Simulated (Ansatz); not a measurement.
# YN: pressure series

Start from YN in the rock salt structure (space group Fm-3m, No. 225).

```
CELL_PARAMETERS angstrom
      0.00000     2.45292     2.45292
      2.45292     0.00000     2.45292
      2.45292     2.45292     0.00000
ATOMIC_POSITIONS crystal
  Y  0.00000 0.00000 0.00000
  N  0.50000 0.50000 0.50000
```

Cell and atoms are relaxed at each pressure.

Calculations: plane-wave PAW DFT at the PBE level (Ansatz, an electronic-structure program, 420 eV), without spin-orbit coupling.

```json
[
 {"variant": "base", "width of the top valence band": "2.22 eV", "band gap": "0.21 eV", "volume per atom": "14.76 Å³"},
 {"variant": "pressure −2 GPa", "width of the top valence band": "2.19 eV", "band gap": "0.23 eV", "volume per atom": "14.95 Å³"},
 {"variant": "pressure −1 GPa", "width of the top valence band": "2.20 eV", "band gap": "0.22 eV", "volume per atom": "14.85 Å³"},
 {"variant": "pressure 0.9 GPa", "width of the top valence band": "2.24 eV", "band gap": "0.20 eV", "volume per atom": "14.68 Å³"},
 {"variant": "pressure 2.1 GPa", "width of the top valence band": "2.25 eV", "band gap": "0.19 eV", "volume per atom": "14.57 Å³"},
 {"variant": "pressure 4.5 GPa", "width of the top valence band": "2.29 eV", "band gap": "0.17 eV", "volume per atom": "14.37 Å³"},
 {"variant": "pressure 9 GPa", "width of the top valence band": "?", "band gap": "?", "volume per atom": "?"},
 {"variant": "pressure 15 GPa", "width of the top valence band": "2.44 eV", "band gap": "0.06 eV", "volume per atom": "13.63 Å³"},
 {"variant": "pressure 22.5 GPa", "width of the top valence band": "–", "band gap": "zero", "volume per atom": "13.20 Å³"},
 {"variant": "pressure 30 GPa", "width of the top valence band": "–", "band gap": "zero", "volume per atom": "12.83 Å³"}
]
```

Problem. Complete the table.

Solution. 
- pressure 9 GPa, width of the top valence band: 2.36 eV
- pressure 9 GPa, band gap: 0.12 eV
- pressure 9 GPa, volume per atom: 14.03 Å³

A case with no gap was solved on a k-mesh chosen for an insulator, which is coarse for it. Load acts through the strain it causes; cell and atoms are relaxed under it. Whether these cells are dynamically stable was not tested. Competing high-pressure phases were not computed. The final runs are not spin-polarised. The zero or small gap of YN can change with the level of theory.
